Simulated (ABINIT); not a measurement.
Band structure of KBr (Fm-3m, 2 atoms in the cell).

```
CELL_PARAMETERS angstrom
      0.00000     3.30000     3.30000
      3.30000     0.00000     3.30000
      3.30000     3.30000     0.00000
ATOMIC_POSITIONS crystal
  K  0.00000 0.00000 0.00000
  Br 0.50000 0.50000 0.50000
```

Method: PBE, PAW (JTH v2.0 PBE PAW) (plane waves; ABINIT).

Settings: pseudos = [K.GGA_PBE-JTH.xml, Br.GGA_PBE-JTH.xml]; ecut = 21 Ha; pawecutdg = 42 Ha; pawxcdev = 0; occopt = 3; tsmear = 0.05 eV; ngkpt = 6 6 6; nshiftk = 1; shiftk = 0 0 0; potentials = JTH v2.0 PBE PAW; kptopt = 1; nstep = 50; tolvrs1 = 1e-11.

The starting cell has typed, rounded lattice constants, without a prior relaxation at this level.

Predict the gap along the standard path and the places of the band edges.

The gap along the path is 4.43 eV, direct at Γ to within 0.01 eV.

Levels in eV from the top of the valence band on the SCF mesh, bands 5 to 12:
```tsv
point	5	6	7	8	9	10	11	12
Γ	-11.25	0.00	0.00	0.00	4.43	7.60	7.60	7.60
X	-11.29	-0.81	-0.28	-0.28	5.87	7.20	9.36	9.51
W	-11.15	-0.59	-0.59	-0.53	7.39	7.39	8.26	9.00
K	-11.18	-0.69	-0.64	-0.33	6.59	8.16	8.47	9.17
L	-11.00	-1.18	-0.33	-0.33	6.59	8.24	9.76	9.76
U	-11.18	-0.69	-0.64	-0.33	6.59	8.16	8.47	9.17
```
